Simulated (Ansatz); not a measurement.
Worked example: zone-centre phonon calculation of MgTi2 (P-62m, 6 atoms in the cell) in Ansatz (a first-principles code).

Method: LDA (PW92), PAW files made with PBE (plane waves; Ansatz).

```xyz
6
Lattice="5.1439 0.0000 0.0000 -2.5719 4.4547 0.0000 0.0000 0.0000 4.8918" Properties=species:S:1:pos:R:3 pbc="T T T"
Mg     2.5719     1.4849     0.0000
Mg     0.0000     2.9698     0.0000
Ti    -0.8131     1.4083     2.4459
Ti     1.6261     0.0000     2.4459
Ti     1.7589     3.0465     2.4459
Ti     0.0000     0.0000     0.0000
```

Reference input (self-consistent single point, DFT, LDA (PW92), plane waves, PAW files made with PBE): basis.ecutwfc = 420 eV; kpoints.mp_grid.grid = 6 6 6; hamiltonian.xc = lda; hamiltonian.pseudopotentials = {kind: paw} (the program's default PAW files); scf.occupations.method = gaussian; scf.occupations.width = 0.05 eV. This run's input differs from it in these lines:

```diff
@@ -21,6 +21,4 @@
   occupations: { method: gaussian, width: 0.05 }
-output:
-  forces: true
-  eigenvalues: true
-  stress: true
+phonons:
+  method: dfpt
```

Output, abridged:

```
SCF iter   1: F=—  HF=-13603.932856 eV  |F-HF|=—  |Δ(HF+E_count)|=         —  Δρ=4.62e-2  dr2=3.34e0  ethr=3.10e-3  ⟨swp⟩=5.3  Hψ=11588  notcnv=0
all-band conjugate gradients solve this SCF's bands
preconditioner: auto → Kerker (q_TF=auto, 2.510 Å⁻¹)
SCF iter   2: F=—  HF=-13603.179062 eV  |F-HF|=—  |Δ(HF+E_count)|=   7.54e-1  Δρ=2.27e-2  dr2=1.08e0  ethr=3.10e-3  ⟨swp⟩=2.2  Hψ=4976  notcnv=0  defer=102
   [... lines left out ...]
SCF iter   9: F=—  HF=-13602.835904 eV  |F-HF|=—  |Δ(HF+E_count)|=   2.25e-8  Δρ=1.97e-6  dr2=4.76e-9  ethr=1.28e-10  ⟨swp⟩=2.0  Hψ=5788  notcnv=0  defer=92
SCF iter  10: F=—  HF=-13602.835904 eV  |F-HF|=—  |Δ(HF+E_count)|=  8.33e-10  Δρ=5.21e-7  dr2=2.83e-10  ethr=7.00e-12  ⟨swp⟩=2.0  Hψ=5317  notcnv=0  defer=92
SCF iter  11: F=—  HF=-13602.835904 eV  |F-HF|=—  |Δ(HF+E_count)|=  5.28e-11  Δρ=1.50e-7  dr2=2.09e-11  ethr=1.00e-12  ⟨swp⟩=2.6  Hψ=4988  notcnv=0  defer=92
SCF iter  12: F=-13602.835904 eV  HF=-13602.835904 eV  |F-HF|=1.82e-12  |Δ(HF+E_count)|=  1.82e-12  Δρ=3.89e-8  dr2=1.75e-12  ethr=1.00e-12  ⟨swp⟩=11.0  Hψ=15602  notcnv=0
SCF 1 converged in 12 iterations: F = -13602.835904 eV  dr2 = 1.75e-12
DFPT response loops at Γ: preconditioner auto → Kerker (q_TF=auto, 2.510 Å⁻¹) (partly filled bands, converged f_vac=0.000) …
Free energy (F): -13602.835904 eV
Internal energy: -13602.818364 eV  (E = F + TS)
E sigma→0 (E₀):  -13602.827134 eV
Entropy (-TS):   -0.017540 eV (-2.923 meV/atom)
Fermi energy:    10.041168 eV
--- Phonons (Γ-DFPT): 6 representative perturbations + reference, on 80 of 216 k-points (Σ response iterations 18) ---
  k mesh reduced under 2 symmetry operations, with k and −k counted as one. Each operation leaves every solved displacement unchanged or reverses it
  ASR residual: 9.601e-5 → 0.000e0 eV/Å²; symmetrization residual: 4.983e-6 eV/Å²
  ASR residual per site (eV/Å²): 4.50e-5 4.50e-5 5.82e-5 7.68e-5 5.82e-5 9.60e-5
  Γ frequencies (cm⁻¹): -76.39 0.00 0.00 0.00 99.76 99.76 128.18 136.19 136.19 151.12 182.22 182.22 212.90 228.42 228.42 244.39 276.19 276.19
  non-analytic LO–TO correction: not included (Born effective charges unavailable; polar crystals: no LO–TO splitting at Γ)
```

The run converged in 12 iterations. 

Summary of the result:
| Item | Result |
|---|---|
| Free energy E − TS (on the zero of these files) | -13602.8359 eV |
| Fermi level (on the code's own zero) | 10.04 eV |
| Zone-centre frequencies (cm⁻¹; negative means imaginary) | -76, 0, 0, 0, 100, 100, 128, 136, 136, 151, 182, 182, 213, 228, 228, 244, 276, 276 |

The starting cell comes from a database of computed structures (which also holds hypothetical and non-ambient phases and stackings), without a prior relaxation at this level. Spin polarisation is off.

Cost on one core of a shared machine: roughly 2 min.

Keys are those of Ansatz 0.2.
